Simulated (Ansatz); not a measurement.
Response to strain in hypothetical ReO3 type LaBr3

The reference is LaBr3 in the ReO3 type structure (space group Pm-3m, No. 221; a hypothetical phase, not in the database extracts checked).

```
LaBr3
1.0
    5.88538     0.00000     0.00000
    0.00000     5.88538     0.00000
    0.00000     0.00000     5.88538
La Br
1 3
Direct
  0.00000   0.00000   0.00000
  0.50000   0.00000   0.00000
  0.00000   0.00000   0.50000
  0.00000   0.50000   0.00000
```

Cartesian axes are those of the cell as printed.

Strains are applied to the cell and any free atomic positions relax; under biaxial strain the out-of-plane vector relaxes too; under stress the whole cell relaxes.

All numbers come from plane-wave PAW DFT at the PBE level (Ansatz, an electronic-structure program, 420 eV), no spin-orbit coupling.

Notes on the quantities. energy relative to the base: free energy F; pressure: mean of the normal stresses, compression positive.

| change | energy relative to the base | pressure | band gap | space group | shortest interatomic distance |
|---|---|---|---|---|---|
| base | 0 meV/atom | -0.01 GPa | 3.38 eV | Pm-3m (No. 221) | 2.943 Å |
| biaxial strain −1.71 %, plane normal [001], relaxed out of plane | +6.8 meV/atom | 0.88 GPa | 3.52 eV | P4/mmm (No. 123) | 2.892 Å |
| biaxial strain +3.00 %, plane normal [001], relaxed out of plane | +18 meV/atom | -1.16 GPa | 3.03 eV | P4/mmm (No. 123) | 2.931 Å |
| biaxial strain −0.90 %, plane normal [111], relaxed out of plane | +0.4 meV/atom | 0.10 GPa | 3.40 eV | R-3m (No. 166) | 2.938 Å |
| isotropic strain −2.94 % | +34 meV/atom | 2.72 GPa | 3.63 eV | Pm-3m (No. 221) | 2.856 Å |
| isotropic strain +4.35 % | +58 meV/atom | -2.38 GPa | 2.73 eV | Pm-3m (No. 221) | 3.071 Å |
| uniaxial strain ε_xx = −1.44 % | ___ | ___ | ___ | P4/mmm (No. 123) | ___ |
| uniaxial strain ε_xx = −0.83 % | +0.7 meV/atom | 0.21 GPa | 3.41 eV | P4/mmm (No. 123) | 2.918 Å |
| uniaxial stress, 1 GPa tension along z | +2.7 meV/atom | – | 3.29 eV | P4/mmm (No. 123) | 2.939 Å |
| tensor shear ε_xz = +2.18 % | +1.0 meV/atom | -0.01 GPa | 3.36 eV | Cmmm (No. 65) | 2.943 Å |

### Question
Complete the table.

### Answer

- uniaxial strain ε_xx = −1.44 %, energy relative to the base: +2.3 meV/atom
- uniaxial strain ε_xx = −1.44 %, pressure: 0.38 GPa
- uniaxial strain ε_xx = −1.44 %, band gap: 3.43 eV
- uniaxial strain ε_xx = −1.44 %, shortest interatomic distance: 2.900 Å

Stability under load was not tested beyond the relaxation.
